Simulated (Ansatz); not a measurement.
The parent structure is Mo$_{3}$Te$_{4}$ (space group R-3, No. 148; a = 10.1062 Å, c = 11.7270 Å (hexagonal axes)). Axes: x lies along a and z along c of the hexagonal cell.

Calculations: Ansatz (a quantum-chemistry and plane-wave program), PBEsol, PAW, cutoff 420 eV, scalar-relativistic without spin-orbit coupling.

Before the change:

* **Pressure**: 0.0 GPa
* **Shortest interatomic distance**: 2.671 Å
* **Band gap**: zero

Modification: uniaxial strain ε_xx = +2.15 %, all other strain components held at zero, atoms relaxed at fixed cell.

Q: Estimate the effect on the pressure, shortest interatomic distance, energy relative to the base, largest internal atomic displacement and band gap.

A: The pressure (mean of the normal stresses, compression positive) goes from zero to -0.8 GPa; the shortest interatomic distance drops by 0.002 Å to 2.669 Å; the energy rises by 2.4 meV/atom; the largest internal atomic displacement is 0.065 Å; the band gap is still zero.

With Te present, leaving out spin-orbit coupling can change the band edges. Stability against distortions was not tested. The final runs are not spin-polarised. A zero or small gap of Mo3Te4 can be the functional's error rather than a property of the material.
